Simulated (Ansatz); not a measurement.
Base system: BN in the wurtzite structure (space group P6_3mc, No. 186; a = 2.5545 Å, c = 4.2246 Å). Axes: x lies along a and z along c of the hexagonal cell.

The values are results of DFT with PBE, PAW potentials and a 420 eV plane-wave cutoff in Ansatz (a quantum-chemistry and plane-wave program), no spin-orbit coupling, not measurements.

Strains are applied to the cell and any free atomic positions relax.

One change was made to it. Results:

The energy increases by 0.7 meV/atom; the electron mass changes from 0.31 mₑ along c, 0.51 mₑ across (at K) to 0.30 mₑ along z, 0.51 mₑ across (at K); the band gap rises by 0.01 eV to 5.24 eV; the valence-band top at Γ (three highest levels, from the VBM) changes from 0.00, 0.00, -0.26 eV to 0.00, 0.00, -0.24 eV.

Problem. Which of these changes matches the shifts?
(A) uniaxial strain ε_zz = −1.80 %
(B) uniaxial strain ε_zz = −0.60 %
(C) uniaxial strain ε_zz = −2.40 %

Solution. B, uniaxial strain ε_zz = −0.60 %. For comparison, the band gap in the other runs: uniaxial strain ε_zz = −1.80 % gives 5.28 eV; uniaxial strain ε_zz = −2.40 % gives 5.31 eV.

Effective masses come from finite differences of ±0.01 Å⁻¹. Whether these cells are dynamically stable was not tested.
